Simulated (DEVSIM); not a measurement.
Device: abrupt Ge p-n junction, at 250 K.

Layer 1 from the left is Ge, thickness (μm) 0.750, Na (cm⁻³) 2.2e17, τn (s) 2.4e-6, τp (s) 2.4e-6. Layer 2 from the left is Ge, thickness (μm) 50.0, Nd (cm⁻³) 1.4e14, τn (s) 2.4e-6, τp (s) 2.4e-6.

Left contact: ohmic. Right contact: ohmic. Voltage is applied to the left contact. Recombination: SRH at mid-gap. Mobility is μmin + (μ − μmin)/(1 + (N/Nref)^α).

The device is made up for the run: typed textbook-type constants, with dimensions and the other settings drawn at random. Values at 300 K; Nc and Nv go as T^1.5, mobilities as T to minus their exponent, the gap by Varshni's rule with the affinity fixed.

Ge: gap (eV) 0.664, affinity (eV) 4, permittivity 16, Nc (cm⁻³) 1.04e19, Nv (cm⁻³) 6e18, μn (cm²/Vs) 3900, μp (cm²/Vs) 1900, μn,min 150, μp,min 100, Nref,n 2.6e17, Nref,p 4e17, αn 0.56, αp 0.6, T exponent of μn 1.66, T exponent of μp 2.33, Varshni α (eV/K) 0.000477, Varshni β (K) 235.

Model (solved in DEVSIM): 1D drift-diffusion, Boltzmann statistics, complete ionisation; no tunnelling, impact ionisation, image-force lowering or self-heating.

**Question.** What does the simulation give for the largest field in the device at zero bias, the dark forward voltage at 1 A/cm², the potential step across the device at zero bias, the dark forward voltage at 100 A/cm²?

**Answer.** largest field in the device at zero bias 20000 V/cm; dark forward voltage at 1 A/cm² 0.267 V; potential step across the device at zero bias 0.382 V; dark forward voltage at 100 A/cm² 0.515 V.
